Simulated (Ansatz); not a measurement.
# NaCl: energy against volume

NaCl (rock salt, Fm-3m, 23.095 Å³/atom and stress up to 0.01 GPa in the relaxed cell, cube axes along x, y and z) under an equal strain ε along all three axes. PBE in Ansatz, a plane-wave DFT program (PAW, default set), 420 eV, 10×10×10 Γ-centred mesh, Fermi-Dirac smearing 0.05 eV; ions are relaxed, or left where forces stay under 0.02 eV/Å, within the symmetry of each cell.

Here V stands for volume and E for E less E0.

| volume (Å³/atom) | E less E0 (meV/atom) | pressure (GPa) |
|---|---|---|
| 21.0780 | ? | ? |
| 21.7366 | 6.64 | 1.65 |
| 22.0711 | 3.67 | 1.20 |
| 22.4089 | 1.61 | 0.77 |
| 22.7501 | 0.40 | 0.37 |
| 23.0948 | 0.00 | 0.00 |
| 23.4430 | 0.37 | -0.34 |
| 23.7946 | 1.46 | -0.66 |
| 24.1497 | 3.24 | -0.95 |
| 24.5084 | 5.68 | -1.22 |

Taking the third-order Birch-Murnaghan form, a cubic in V^(-2/3) for E over the 9 complete rows: With u = V^(-2/3) - 0.1234, the rows have u = 0.0049923, 0.0036917, 0.0024113, 0.0011502, -0.0000922, -0.0013162, -0.0025219, -0.0037097, -0.0048804. Least squares gives E = 0.003 + 54.3·u + 252356·u² + 605974·u³. Residuals (row less fit): 0.001, -0.003, 0.000, 0.000, 0.000, 0.003, -0.001, -0.004, 0.002; standard error 0.003 (degrees of freedom: 5). Its minimum lies at u = -0.0001076, so V0 = (0.1232924)^(-3/2) = 23.10. There d²E/du² = 504300 and d³E/du³ = 3636000, so B0 = (4/9) × 23.10^(-7/3) × 504300 × 0.160218 = 23.6 GPa (the last factor turns the table's units into GPa), and B0' = 4 + (2/3) × 0.1232924 × (3636000)/504300 = 4.6. B0' rests on the cubic coefficient alone and has a standard error of 0.1 from these residuals.

**Question.** Predict the withheld E at V = 21.0780 from the fit, and compare with the calculation.

**Answer.** u = 0.0076530, so E = 0.003 + 54.3 × 0.0076530 + 252356 × 0.0076530² + 605974 × 0.0076530³ = 15.470 meV/atom. The calculation gives 15.48 meV/atom, 0.010 meV/atom above the prediction (0.1 % of the range of E in the table). The row lies outside the fitted rows, so this is an extrapolation. The scatter of the fitted rows lies at the last printed digit.

Other structures, which can take over under pressure, weren't tried. The same form fitted to the pressure column gives B0' = 4.6; series where the two differ by over 0.4 aren't shown. Rows are the converged runs of the series near zero and its far end, less any whose ions stayed unrelaxed beside relaxed ones; series whose fitted rows scatter by over a few per cent of the range, as at a crossing or softening among them, aren't shown in this form.
